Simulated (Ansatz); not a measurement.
# fcc Pd (1 1 1) on wurtzite AlN (1 1 0) (film strained to the substrate, started from cuts of the bulks and a machine-learned relaxation; slabs Al18N18 and Pd16, which can lie off the formulas)

A periodic stack without vacuum, fcc Pd (1 1 1) on wurtzite AlN (1 1 0) (film strained to the substrate, started from cuts of the bulks and a machine-learned relaxation; slabs Al18N18 and Pd16, which can lie off the formulas): substrate slab Al18N18, film Pd16, surface cells [[0, 1], [-1, 0]] and [[-2, 2], [-1, -1]], film strained by -2.8 and +3.9 %, outermost planes AlN/AlN and Pd/Pd as cut, which need not be the usual terminations and can put a slab off its formula.

The start was prepared with a machine-learned potential, and the result is one local minimum, with the in-plane cell held and forces under 0.04 eV/Å; the film can end far from its bulk form.

The numbers are results of PBE (plane waves to 420 eV, PAW; Ansatz, a program for electronic structure), not measurements. Scalar-relativistic, without spin–orbit coupling; the runs are not spin-polarised; PBE gaps are too small against experiment. Its k-point mesh 5×5×1, Fermi–Dirac width 0.05 eV.

interface area: 27.2 Å²
period: 23.53 Å
heights between the nearest atoms of the two slabs at the two interfaces: 2.06 and 2.06 Å
Al–Pd contacts across the interfaces within 1.22 times the sum of covalent radii: 12, mean 2.69 Å
N–Pd contacts across the interfaces within 1.22 times the sum of covalent radii: 4, mean 2.12 Å
hole barrier (PBE): 1.30 eV
electron barrier (PBE): 2.73 eV

```yaml
crystal:
  lattice:
    - [5.42128, 0.00059, -0.10013]
    - [0.00042, 5.01765, 0.10882]
    - [-2.25867, -0.30704, 23.57319]
  atoms:
    - { symbol: Al, position: [0.87796, 0.54391, 0.04506] }
    - { symbol: Al, position: [0.54017, 0.04387, 0.04508] }
    - { symbol: N, position: [0.86357, 0.91358, 0.04723] }
    - { symbol: N, position: [0.55664, 0.41356, 0.04723] }
    - { symbol: Al, position: [0.40653, 0.54390, 0.10868] }
    - { symbol: Al, position: [0.07487, 0.04393, 0.10865] }
    - { symbol: N, position: [0.40320, 0.92097, 0.10991] }
    - { symbol: N, position: [0.07937, 0.42099, 0.10989] }
    - { symbol: Al, position: [0.94054, 0.54060, 0.17570] }
    - { symbol: Al, position: [0.60752, 0.04059, 0.17570] }
    - { symbol: N, position: [0.94015, 0.92170, 0.17548] }
    - { symbol: N, position: [0.60765, 0.42170, 0.17548] }
    - { symbol: Al, position: [0.47373, 0.53771, 0.24201] }
    - { symbol: Al, position: [0.14024, 0.03771, 0.24199] }
    - { symbol: N, position: [0.47350, 0.91914, 0.24210] }
    - { symbol: N, position: [0.14055, 0.41914, 0.24209] }
    - { symbol: Al, position: [0.00677, 0.53505, 0.30856] }
    - { symbol: Al, position: [0.67337, 0.03505, 0.30856] }
    - { symbol: N, position: [0.00664, 0.91650, 0.30856] }
    - { symbol: N, position: [0.67347, 0.41649, 0.30857] }
    - { symbol: Al, position: [0.53989, 0.53226, 0.37514] }
    - { symbol: Al, position: [0.20640, 0.03227, 0.37513] }
    - { symbol: N, position: [0.53954, 0.91368, 0.37502] }
    - { symbol: N, position: [0.20660, 0.41369, 0.37502] }
    - { symbol: Al, position: [0.07260, 0.52971, 0.44142] }
    - { symbol: Al, position: [0.73957, 0.02970, 0.44143] }
    - { symbol: N, position: [0.07242, 0.91077, 0.44164] }
    - { symbol: N, position: [0.73996, 0.41076, 0.44165] }
    - { symbol: Al, position: [0.60531, 0.52751, 0.50848] }
    - { symbol: Al, position: [0.27354, 0.02754, 0.50846] }
    - { symbol: N, position: [0.60065, 0.90468, 0.50721] }
    - { symbol: N, position: [0.27691, 0.40469, 0.50720] }
    - { symbol: Al, position: [0.14020, 0.52205, 0.57210] }
    - { symbol: Al, position: [0.80190, 0.02199, 0.57211] }
    - { symbol: N, position: [0.12328, 0.89206, 0.56988] }
    - { symbol: N, position: [0.81659, 0.39200, 0.56990] }
    - { symbol: Pd, position: [0.38436, 0.39875, 0.66433] }
    - { symbol: Pd, position: [0.87222, 0.40749, 0.65982] }
    - { symbol: Pd, position: [0.15802, 0.90785, 0.65978] }
    - { symbol: Pd, position: [0.65042, 0.89841, 0.66441] }
    - { symbol: Pd, position: [0.44426, 0.07139, 0.76162] }
    - { symbol: Pd, position: [0.94430, 0.08395, 0.75839] }
    - { symbol: Pd, position: [0.18529, 0.58414, 0.75835] }
    - { symbol: Pd, position: [0.68859, 0.57117, 0.76164] }
    - { symbol: Pd, position: [0.49477, 0.75051, 0.85858] }
    - { symbol: Pd, position: [0.99077, 0.76354, 0.85506] }
    - { symbol: Pd, position: [0.23607, 0.26347, 0.85503] }
    - { symbol: Pd, position: [0.73556, 0.25057, 0.85862] }
    - { symbol: Pd, position: [0.52103, 0.44303, 0.95742] }
    - { symbol: Pd, position: [0.02820, 0.44322, 0.95196] }
    - { symbol: Pd, position: [0.29636, 0.94320, 0.95201] }
    - { symbol: Pd, position: [0.80888, 0.94299, 0.95738] }
```
